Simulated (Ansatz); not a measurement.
TiS2: pressure series

Consider TiS2 in the CdI2 type structure (space group P-3m1, No. 164; a = 3.298 Å, c = 5.340 Å; layered, stacked along the Cartesian z axis).

Cell and atoms are relaxed at each pressure.

Calculations: DFT with PBEsol-D3(BJ), PAW potentials and a 420 eV plane-wave cutoff in Ansatz (an electronic-structure program), scalar-relativistic without spin-orbit coupling.

| case | density | shortest interatomic distance |
|---|---|---|
| base | 3.70 g/cm³ | 2.384 Å |
| pressure −2 GPa | 3.54 g/cm³ | 2.395 Å |
| pressure −1 GPa | 3.63 g/cm³ | 2.390 Å |
| pressure 0.9 GPa | 3.75 g/cm³ | 2.380 Å |
| pressure 2.1 GPa | 3.82 g/cm³ | 2.374 Å |
| pressure 4.5 GPa | 3.94 g/cm³ | 2.364 Å |
| pressure 9 GPa | 4.14 g/cm³ | 2.346 Å |
| pressure 15 GPa | 4.36 g/cm³ | 2.326 Å |
| pressure 22.5 GPa | 4.60 g/cm³ | 2.305 Å |
| pressure 30 GPa | 4.81 g/cm³ | 2.288 Å |

Load acts through the strain it causes; cell and atoms are relaxed under it. Stability against distortions was not tested. Competing high-pressure phases were not computed. The final runs are not spin-polarised.
